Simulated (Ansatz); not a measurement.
```
CELL_PARAMETERS angstrom
      2.55857     0.00000     0.00000
     -1.27928     2.21578     0.00000
      0.00000     0.00000     8.40921
ATOMIC_POSITIONS crystal
  B  0.00000 0.00000 0.99978
  B  0.00000 0.00000 0.49978
  B  0.66667 0.33333 0.75047
  B  0.33333 0.66667 0.25047
  N  0.00000 0.00000 0.81315
  N  0.00000 0.00000 0.31315
  N  0.66667 0.33333 0.56223
  N  0.33333 0.66667 0.06223
```

Relaxed-ion tensors in this frame from DFT at the PBE level (Ansatz, a program for electronic structure). Proper piezoelectric stress tensor e (C/m²):

```
 0.00   0.00   0.00   0.00  -0.43   0.00
 0.00   0.00   0.00  -0.43   0.00   0.00
-0.45  -0.45   1.05   0.00   0.00   0.00
```

Stiffness C (GPa):

```
 914   132  67.3   0.0   0.0   0.0
 132   914  67.3   0.0   0.0   0.0
67.3  67.3   985   0.0   0.0   0.0
 0.0   0.0   0.0   340   0.0   0.0
 0.0   0.0   0.0   0.0   340   0.0
 0.0   0.0   0.0   0.0   0.0   391
```

The cell was generated from a structure type, relaxed within its symmetry, and need not be the phase found at ambient conditions.

Obtain the piezoelectric strain tensor d.

d = e S with S = C⁻¹, in pC/N:

```
 0.0   0.0   0.0   0.0  -1.3   0.0
 0.0   0.0   0.0  -1.3   0.0   0.0
-0.5  -0.5   1.1   0.0   0.0   0.0
```
Away from Γ the polar cell without biaxial strain shows no imaginary mode on a 2×2×2 mesh.
